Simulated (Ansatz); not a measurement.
## YSiNO2 (model structure, P4/mmm, No. 123, 5 atoms in the cell)

All values below come from HSE06 (Ansatz, a first-principles code, PAW).

Numerical settings: plane-wave cutoff 460 eV, 6×6×6 k mesh, Fermi–Dirac smearing 0.01 eV, scalar-relativistic PAW data made under PBE.

Cell (relaxed with PBEsol):

```
CELL_PARAMETERS angstrom
      3.57492     0.00000     0.00000
      0.00000     3.57492     0.00000
      0.00000     0.00000     3.68497
ATOMIC_POSITIONS crystal
  Y  0.00000 0.00000 0.99834
  Si 0.50000 0.50000 0.49834
  N  0.50000 0.50000 0.99834
  O  0.50000 0.00000 0.49834
  O  0.00000 0.50000 0.49834
```

```yaml
band_gap: 2.89 eV (on the SCF k mesh)
smallest_direct_gap_on_the_k_points_sampled: 3.43 eV
```

Note: the relaxation could raise the start's symmetry but not lower it, so the cell can be a saddle point; cell and atoms aren't relaxed at this level (pressure -0.8 GPa).

Spin–orbit coupling is not included.

Static lattice: no zero-point or thermal effects.

The result took around 2.2 core-minutes (rough).

A model structure was made by putting elements into a prototype or built by hand; it is no filed structure, need not be a known phase, and can be a saddle point held by its symmetry.
